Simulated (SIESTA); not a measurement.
**SIESTA run on ScZn (Pm-3m, 2 atoms in the cell): self-consistent single point**

Level of theory: GGA PBEsol, numerical atomic orbitals DZP, PseudoDojo PBEsol standard norm-conserving potentials (rewritten from UPF to PSML) run with SIESTA.

The input file:

```
# files in the folder: Zn.psml Sc.psml (PseudoDojo PBEsol standard)
SystemName  ScZn
SystemLabel sczn

NumberOfAtoms                2
NumberOfSpecies              2
%block ChemicalSpeciesLabel
  1 30 Zn
  2 21 Sc
%endblock ChemicalSpeciesLabel
LatticeConstant              3.350000 Ang
%block LatticeVectors
     1.000000000    0.000000000    0.000000000
     0.000000000    1.000000000    0.000000000
     0.000000000    0.000000000    1.000000000
%endblock LatticeVectors
AtomicCoordinatesFormat      Ang
%block AtomicCoordinatesAndAtomicSpecies
     1.675000000    1.675000000    1.675000000  1
     0.000000000    0.000000000    0.000000000  2
%endblock AtomicCoordinatesAndAtomicSpecies

XC.functional                GGA
XC.authors                   PBEsol
PAO.BasisSize                DZP
PAO.EnergyShift              0.01 Ry
MeshCutoff                   300 Ry
%block kgrid.MonkhorstPack
    8   0   0  0.5
    0   8   0  0.5
    0   0   8  0.5
%endblock kgrid.MonkhorstPack
OccupationFunction           FD
ElectronicTemperature        1160.45 K

MaxSCFIterations             150
SCF.Mixer.Method             Pulay
SCF.Mixer.Weight             0.2
SCF.Mixer.History            6
SCF.DM.Tolerance             1.0E-05
Diag.ParallelOverK           true
WriteForces                  true
```

Output, abridged:

```
reinit: Reading from file input.fdf

reinit: System Name: ScZn
reinit: System Label: sczn

coor:   Atomic-coordinates input format  =     Cartesian coordinates
coor:                                          (in Angstroms)

siesta: Atomic coordinates (Bohr) and species
siesta:      3.16529   3.16529   3.16529  1        1
siesta:      0.00000   0.00000   0.00000  2        2

siesta: System type = bulk

initatomlists: Number of atoms, orbitals, and projectors:      2    38    36

siesta: ******************** Simulation parameters ****************************
redata: Spin configuration                          = none
redata: Time-Reversal Symmetry                      = T
redata: Number of Atomic Species                    =        2
redata: Mesh Cutoff                                 =   300.0000 Ry
redata: Net charge of the system                    =     0.0000 |e|
redata: Min. number of SCF Iter                     =        0
redata: Max. number of SCF Iter                     =      150
redata: SCF convergence failure will abort job
redata: SCF mix quantity                            = Hamiltonian
redata: Mix DM or H after convergence               =   F
redata: Recompute H after scf cycle                 =   F
redata: Mix DM in first SCF step                    =   T
redata: No kicks to SCF
redata: DM Mixing Weight for Kicks                  =     0.5000
redata: Require Harris convergence for SCF          =   F
redata: Harris energy tolerance for SCF             =     0.000100 eV
redata: Require DM convergence for SCF              =   T
redata: DM tolerance for SCF                        =     0.000010
redata: Require EDM convergence for SCF             =   F
redata: EDM tolerance for SCF                       =     0.001000 eV
redata: Require H convergence for SCF               =   T
redata: Hamiltonian tolerance for SCF               =     0.001000 eV
redata: Require (free) Energy convergence for SCF   =   F
redata: (free) Energy tolerance for SCF             =     0.000100 eV
redata: Using DFT-D3 dispersion                     =   F
redata: Using Saved Data (generic)                  =   F
redata: Method of Calculation                       = Diagonalization
redata: Electronic Temperature                      =  1160.4500 K
redata: Number of TDED substeps                     =        3
redata: Dynamics option                             = Single-point calculation
redata: Save all siesta data in one NC              =   F
redata: ***********************************************************************

%block SCF.Mixers
  Pulay
%endblock SCF.Mixers

%block SCF.Mixer.Pulay
  # Mixing method
  method pulay
  variant stable

  # Mixing options
  weight 0.2000
  weight.linear 0.2000
  history 6
%endblock SCF.Mixer.Pulay

DM_history_depth set to one: no extrapolation allowed by default for geometry relaxation
Size of DM history Fstack: 1
Total number of electrons:    31.000000
Total ionic charge:    31.000000

* ProcessorY, Blocksize:    1  39

* Orbital distribution balance (max,min):    38    38

 Kpoints in:          256 . Kpoints trimmed:          256

siesta: k-grid: Number of k-points = 256
siesta: k-points from Monkhorst-Pack grid
siesta: k-cutoff (effective) =    13.400 Ang
siesta: k-point supercell and displacements
siesta: k-grid:     8     0     0      0.500
siesta: k-grid:     0     8     0      0.500
siesta: k-grid:     0     0     8      0.500

diag: Algorithm                                     = D&C
diag: Parallel over k                               =   F
diag: Use parallel 2D distribution                  =   F
diag: Parallel block-size                           = 39
diag: Parallel distribution                         =     1 x     1
diag: Used triangular part                          = Lower
diag: Absolute tolerance                            =  0.100E-15
diag: Orthogonalization factor                      =  0.100E-05
diag: Memory factor                                 =  1.0000

superc: Internal auxiliary supercell:     5 x     5 x     5  =     125
superc: Number of atoms, orbitals, and projectors:    250   4750   4500

                        Single-point calculation

superc: Internal auxiliary supercell:     5 x     5 x     5  =     125
superc: Number of atoms, orbitals, and projectors:    250   4750   4500

outcell: Unit cell vectors (Ang):
        3.350000    0.000000    0.000000
        0.000000    3.350000    0.000000
        0.000000    0.000000    3.350000

outcell: Cell vector modules (Ang)   :    3.350000    3.350000    3.350000
outcell: Cell angles (23,13,12) (deg):     90.0000     90.0000     90.0000
outcell: Cell volume (Ang**3)        :     37.5954
new_DM -- step:     1
Initializing Density Matrix...

Attempting to read DM from file... Failed...
DM filled with atomic data:

InitMesh: MESH = 36 x 36 x 36 = 46656
InitMesh: Mesh cutoff (required, used) =   300.000   319.167 Ry

stepf: Fermi-Dirac step function

        iscf     Eharris(eV)        E_KS(eV)     FreeEng(eV)     dDmax    Ef(eV) dHmax(eV)
   scf:    1    -6473.648092    -6825.958219    -6826.233901  1.667675 -1.196002 88.222235
   scf:    2    -6971.464188    -6991.924712    -6991.950528  2.045324 -2.127298 13.853432
   scf:    3    -6997.867643    -6995.077457    -6995.106459  0.642466 -2.360120  8.544452
   scf:    4    -6994.951480    -6996.884500    -6996.972102  1.290425 -3.528300  4.374516
   scf:    5    -6995.538510    -6997.028912    -6997.070089  0.748563 -2.782248  3.940455
   scf:    6    -6997.830310    -6997.555782    -6997.615167  0.335074 -3.142530  0.631183
   [... 2 lines left out ...]
   scf:    9    -6997.567888    -6997.567576    -6997.630843  0.006370 -3.204312  0.031978
   scf:   10    -6997.567547    -6997.567562    -6997.630850  0.000332 -3.204636  0.028727
   scf:   11    -6997.567247    -6997.567415    -6997.630882  0.002722 -3.207786  0.000386
   scf:   12    -6997.567410    -6997.567412    -6997.630882  0.000037 -3.207826  0.000008
   scf:   13    -6997.567412    -6997.567412    -6997.630882  0.000001 -3.207827  0.000000

SCF Convergence by DM+H criterion
max |DM_out - DM_in|         :     0.0000008085
max |H_out - H_in|      (eV) :     0.0000003625
SCF cycle converged after 13 iterations

Using DM_out to compute the final energy and forces

siesta: E_KS(eV) =            -6997.5674

siesta: E_KS - E_eggbox =     -6997.5674

siesta: Atomic forces (eV/Ang):
     1   -0.000000   -0.000000    0.000000
     2    0.000000    0.000000    0.000000
   Tot   -0.000000   -0.000000    0.000000
   Max    0.000000
   Res    0.000000    sqrt( Sum f_i^2 / 3N )
   Max    0.000000    constrained

Stress tensor Voigt[x,y,z,yz,xz,xy] (kbar):       51.41       51.41       51.41       -0.00        0.00        0.00
(Free)E + p*V (eV/cell)    -6998.8373
Target enthalpy (eV/cell)    -6997.6309

siesta: Program's energy decomposition (eV):
siesta: Ebs     =     -1183.826157
siesta: Eions   =      8514.699911
siesta: Ena     =       537.251131
siesta: Ekin    =      2991.392423
siesta: Enl     =     -1244.204140
siesta: Eso     =         0.000000
siesta: Edftu   =         0.000000
siesta: DEna    =        51.714350
siesta: DUscf   =         4.103017
siesta: DUext   =         0.000000
siesta: Ex      =      -772.185117
siesta: Ec      =       -50.939165
siesta: Exc     =      -823.124283
siesta: Eharris =     -6997.567412
siesta: Etot    =     -6997.567412
siesta: FreeEng =     -6997.630882

siesta: Stress tensor (static) (eV/Ang**3):
siesta:     0.032090   -0.000000    0.000000
siesta:     0.000000    0.032090   -0.000000
siesta:     0.000000   -0.000000    0.032090

siesta: Cell volume =         37.595375 Ang**3

siesta: Pressure (static):
siesta:                Solid            Molecule  Units
siesta:          -0.00034950         -0.00034950  Ry/Bohr**3
siesta:          -0.03208960         -0.03208960  eV/Ang**3
siesta:         -51.41321509        -51.41321509  kBar
```

The run converged in 13 iterations.

The starting cell comes from a database of published, mostly measured structures (it also holds non-ambient and calculated ones), without a prior relaxation at this level. Values carry the incompleteness of an atom-centred basis. With a pressure of about -5 GPa the cell is away from its equilibrium volume at this level.
